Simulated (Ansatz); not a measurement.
## A computed series for C: thickness series

Base system: C in the graphite type structure (space group P6_3/mmc, No. 194; a = 2.4583 Å, c = 6.5648 Å; layered, stacked along the Cartesian z axis).

Free-standing slabs (2 atom(s) a layer) normal to the stacking axis with 15 Å of vacuum; in-plane cell relaxed.

All numbers come from PBEsol-D3(BJ) in Ansatz (plane waves to 420 eV, PAW, no spin-orbit coupling).

Notes on the quantities. layer's space group: with vacuum.

```tsv
change	layer's space group	thickness between the outermost nuclei
1 layer	P6/mmm (No. 191)	–
2 layers	P-3m1 (No. 164)	3.34 Å
3 layers	P-6m2 (No. 187)	6.63 Å
4 layers	P-3m1 (No. 164)	9.91 Å
```

Whether these cells are dynamically stable was not tested.

Ansatz is a first-principles code.
